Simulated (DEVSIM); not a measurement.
System: Co/SiO2/p-Si capacitor, at 400 K.

```csv
layer (left to right),material,thickness (nm),Na (cm⁻³)
1,SiO2,4.60,-
2,Si,590,9.5e17
```

Metal gate on the left, work function 5 eV. Fixed charge at the semiconductor interface 0 cm⁻² (in units of +e); no interface traps.

The device is made up for the run: typed textbook-type constants, with dimensions and the other settings drawn at random. Values at 300 K; Nc and Nv go as T^1.5, mobilities as T to minus their exponent, the gap by Varshni's rule with the affinity fixed.

```csv
parameter,SiO2,Si
gap (eV),9,1.124
affinity (eV),0.9,4.05
permittivity,3.9,11.7
Nc (cm⁻³),-,2.86e19
Nv (cm⁻³),-,3.1e19
Varshni α (eV/K),-,0.000473
Varshni β (K),-,636
```

Simulated with DEVSIM: 1D Poisson equation in equilibrium, Boltzmann statistics, complete ionisation; no quantum confinement or tunnelling. Metal contacts follow the ideal Schottky-Mott rule: no Fermi-level pinning, no interface dipoles.

Base results: minimum of the low-frequency capacitance (μF/cm²) 0.240; flat-band voltage (V) -0.01; capacitance of the dielectric stack (μF/cm²) 0.751; threshold voltage (band bending 2φF) (V) 1.50.

Q: What follows from this one change: substrate doping 9.5e+17 → 9.5e+16 cm^-3?

A: minimum of the low-frequency capacitance 0.240 → 0.109 μF/cm²; flat-band voltage -0.01 → 0.07 V; capacitance of the dielectric stack little changed (0.751 μF/cm²); threshold voltage (band bending 2φF) 1.50 → 0.93 V.

Q: What follows from this one change: interface trap density 0 → 1e+11 cm^-2 eV^-1?

A: minimum of the low-frequency capacitance 0.240 → 0.247 μF/cm²; flat-band voltage -0.01 → -0.02 V; capacitance of the dielectric stack little changed (0.751 μF/cm²); threshold voltage (band bending 2φF) little changed (1.50 V).

Q: What follows from this one change: temperature 400 → 500 K?

A: minimum of the low-frequency capacitance 0.240 → 0.263 μF/cm²; flat-band voltage -0.01 → 0.07 V; capacitance of the dielectric stack little changed (0.751 μF/cm²); threshold voltage (band bending 2φF) 1.50 → 1.40 V.

Q: What follows from this one change: SiO2 thickness 0.0046 → 0.0018 μm?

A: minimum of the low-frequency capacitance 0.240 → 0.299 μF/cm²; flat-band voltage little changed (-0.01 V); capacitance of the dielectric stack 0.751 → 1.92 μF/cm²; threshold voltage (band bending 2φF) 1.50 → 1.08 V.

Q: What follows from this one change: fixed charge 0 → -2.7e+12 cm^-2?

A: minimum of the low-frequency capacitance little changed (0.240 μF/cm²); flat-band voltage -0.01 → 0.56 V; capacitance of the dielectric stack little changed (0.751 μF/cm²); threshold voltage (band bending 2φF) 1.50 → 2.07 V.

Q: What follows from this one change: gate work function 5 → 4.85 eV?

A: minimum of the low-frequency capacitance little changed (0.242 μF/cm²); flat-band voltage -0.01 → -0.16 V; capacitance of the dielectric stack little changed (0.751 μF/cm²); threshold voltage (band bending 2φF) 1.50 → 1.35 V.
